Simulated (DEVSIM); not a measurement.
Device: abrupt GaP n-p junction, at 300 K.

```csv
layer (left to right),material,thickness (μm),Nd (cm⁻³),Na (cm⁻³),τn (s),τp (s)
1,GaP,1.30,1.7e18,-,3.4e-7,3.4e-7
2,GaP,1.00,-,2.1e17,3.4e-7,3.4e-7
```

Left contact: ohmic. Right contact: ohmic. Voltage is applied to the left contact. Recombination: SRH at mid-gap. Mobility is μmin + (μ − μmin)/(1 + (N/Nref)^α).

Constants are typed, rounded textbook-type inputs, not results; the design itself was drawn at random and stands for no fabricated device. Values at 300 K.

```
parameter         GaP
-------------  ------
gap (eV)         2.26
affinity (eV)     3.8
permittivity     11.1
Nc (cm⁻³)      1.8e19
Nv (cm⁻³)      1.9e19
μn (cm²/Vs)       250
μp (cm²/Vs)       150
μn,min             10
μp,min             10
Nref,n         4.4e18
Nref,p           1e18
αn                0.8
αp               0.85
```

Model (solved in DEVSIM): 1D drift-diffusion, Boltzmann statistics, complete ionisation; no tunnelling, impact ionisation, image-force lowering or self-heating.

The thickness of layer 2 was swept, all else fixed.

| thickness of layer 2 (μm) | dark forward voltage at 1 A/cm² (V) | dark forward voltage at 100 A/cm² (V) |
|---|---|---|
| 0.2 | 1.785 | 1.906 |
| 0.35 | 1.802 | 1.923 |
| 0.6 | 1.817 | 1.937 |
| 1 | 1.830 | 1.951 |
| 1.7 | 1.844 | 1.965 |
| 3 | 1.858 | 1.980 |
| 5 | 1.869 | 1.992 |

From the first row to the last the dark forward voltage at 1 A/cm² goes from 1.785 to 1.869. From the first row to the last the dark forward voltage at 100 A/cm² goes from 1.906 to 1.992.
